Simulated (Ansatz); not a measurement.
Consider AlRu in the CsCl type structure (space group Pm-3m, No. 221; a = 2.983 Å; relaxed with 0.1 eV smearing).

Method: DFT with r2SCAN, PAW potentials and a 500 eV plane-wave cutoff in Ansatz (a first-principles code), no spin-orbit coupling.

Before the change:

| Quantity | Result |
|---|---|
| Pressure | 0.0 GPa |

Now apply this change: the cell is scaled by 1.0050 in all directions, atoms relaxed at fixed cell.

Question: Predict the new pressure.

Answer: The pressure goes from zero to -3.2 GPa.

Question: What happens to the energy relative to the base?

Answer: The energy grows by 2.0 meV/atom.

The cells carry an imposed strain or load. Stability against distortions was not tested. All final runs are without spin polarisation.
